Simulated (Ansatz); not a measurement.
Electronic density of states of amorphous Si₂₇N₄₀B₄, density 2.86 g/cm³, on a 2×2×2 Γ-centred mesh with a Gaussian width of 0.1 eV; energies count from the Fermi level, whose place inside the gap is arbitrary. Cell and mesh are small, so fine structure isn't converged. Calculation: PBE, scalar-relativistic without spin-orbit coupling (plane waves to 420 eV, PAW; Ansatz, a first-principles code). Sampling: a 2×2×2 Γ-centred mesh; Fermi-Dirac width 0.02 eV; no spin polarisation. At PBE the levels at the filled edge of the gap are localised (band-tail or defect states), and the nearest spread-out levels lie 3.1 eV apart at the zone centre.

Preparation: random packing, a CHGNet melt and quench, and a DFT relaxation. N atoms were pushed apart under 1.9 Å during the dynamics, to hinder bonds among them. The hot cell started wider than the set density and was brought back towards it in steps. It is the lowest in DFT energy of 2 quenches. It is a model cell: composition and starting density were chosen by hand, and all elements were melted together. No dispersion term was used. Its density started from a set value of 2.89 and ended at 2.86 g/cm³. The quench (nominally 300 K/ps over its main leg) was far faster than any real one, so the model tends to hold more defects than a real film. A cell of this size samples the disorder only roughly. Volume and shape were free in the relaxation.

```tsv
E - EF (eV)	states/(eV atom)
-12.00	0.00
-11.90	0.00
-11.80	0.00
-11.70	0.00
-11.60	0.00
-11.50	0.00
-11.40	0.00
-11.30	0.02
-11.20	0.08
-11.10	0.18
-11.00	0.20
-10.90	0.20
-10.80	0.24
-10.70	0.24
-10.60	0.21
-10.50	0.23
-10.40	0.23
-10.30	0.24
-10.20	0.26
-10.10	0.20
-10.00	0.20
-9.90	0.25
-9.80	0.24
-9.70	0.26
-9.60	0.29
-9.50	0.29
-9.40	0.30
-9.30	0.29
-9.20	0.24
-9.10	0.19
-9.00	0.21
-8.90	0.21
-8.80	0.18
-8.70	0.23
-8.60	0.28
-8.50	0.33
-8.40	0.34
-8.30	0.31
-8.20	0.30
-8.10	0.30
-8.00	0.30
-7.90	0.32
-7.80	0.36
-7.70	0.36
-7.60	0.34
-7.50	0.32
-7.40	0.34
-7.30	0.36
-7.20	0.38
-7.10	0.42
-7.00	0.42
-6.90	0.38
-6.80	0.36
-6.70	0.40
-6.60	0.43
-6.50	0.45
-6.40	0.45
-6.30	0.42
-6.20	0.39
-6.10	0.46
-6.00	0.48
-5.90	0.48
-5.80	0.49
-5.70	0.48
-5.60	0.45
-5.50	0.41
-5.40	0.47
-5.30	0.47
-5.20	0.41
-5.10	0.38
-5.00	0.40
-4.90	0.39
-4.80	0.41
-4.70	0.46
-4.60	0.38
-4.50	0.40
-4.40	0.42
-4.30	0.37
-4.20	0.35
-4.10	0.31
-4.00	0.36
-3.90	0.43
-3.80	0.43
-3.70	0.41
-3.60	0.44
-3.50	0.40
-3.40	0.40
-3.30	0.46
-3.20	0.45
-3.10	0.45
-3.00	0.49
-2.90	0.48
-2.80	0.43
-2.70	0.46
-2.60	0.48
-2.50	0.46
-2.40	0.49
-2.30	0.42
-2.20	0.33
-2.10	0.33
-2.00	0.30
-1.90	0.29
-1.80	0.28
-1.70	0.16
-1.60	0.05
-1.50	0.09
-1.40	0.13
-1.30	0.05
-1.20	0.01
-1.10	0.00
-1.00	0.00
-0.90	0.00
-0.80	0.00
-0.70	0.00
-0.60	0.00
-0.50	0.00
-0.40	0.00
-0.30	0.00
-0.20	0.00
-0.10	0.00
0.00	0.00
0.10	0.00
0.20	0.00
0.30	0.00
0.40	0.00
0.50	0.00
0.60	0.00
0.70	0.00
0.80	0.00
0.90	0.00
1.00	0.00
1.10	0.00
1.20	0.00
1.30	0.03
1.40	0.07
1.50	0.10
1.60	0.12
1.70	0.12
1.80	0.16
1.90	0.18
2.00	0.17
2.10	0.17
2.20	0.24
2.30	0.26
2.40	0.22
2.50	0.19
2.60	0.22
2.70	0.21
2.80	0.19
2.90	0.22
3.00	0.25
3.10	0.27
3.20	0.27
3.30	0.31
3.40	0.32
3.50	0.33
3.60	0.32
3.70	0.33
3.80	0.35
3.90	0.36
4.00	0.36
4.10	0.31
4.20	0.28
```

The level gap on this mesh is 2.71 eV; the broadening fills part of it in the curve.
